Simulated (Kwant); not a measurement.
System: wire with a side stub in a GaN two-dimensional gas. Effective mass 0.22 mₑ, grid spacing 10 nm, hard walls, nominal width 300 nm (29 grid rows, so walls 300 nm apart), one parabolic valley, scattering region 900 nm long along x; energies count from the band bottom; Fermi energy swept from 1.5193e-05 to 0.00018042 eV. Closed stub on one side, 380 nm wide and 520 nm deep.

Constants are typed, rounded textbook-type inputs, not results; the design itself was drawn at random and stands for no fabricated device.

Model: effective-mass tight-binding model on a square grid, one spin, coherent transport at 0 K (Kwant). Conductance is in e²/h.

Task: How many channels do the leads carry at E = 0.140, 0.142 meV?

Result: The hard-wall thresholds are n² ħ²π²/(2mW²) = n² × 0.0190 meV with W = 300 nm. √(0.140/0.0190) = 2.72, so 2. √(0.142/0.0190) = 2.73, so 2.
